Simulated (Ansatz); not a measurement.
Start from Ta in the bcc (W type) structure (space group Im-3m, No. 229; a = 3.3196 Å).

Level of theory: PBE/PAW in Ansatz (a quantum-chemistry and plane-wave program), scalar-relativistic without spin-orbit coupling.

Base values:

| Property | Result |
|---|---|
| Volume per atom | 18.29 Å³ |

It is then changed as follows: a hydrostatic pressure of 5 GPa.

Question: Estimate the effect on the volume per atom.

Answer: The volume per atom shrinks by 0.44 Å³ (18.29 Å³ → 17.85 Å³).

Load acts through the strain it causes; cell and atoms are relaxed under it. No phonon test of stability was made. No other phases were tried under pressure. The final runs are not spin-polarised.
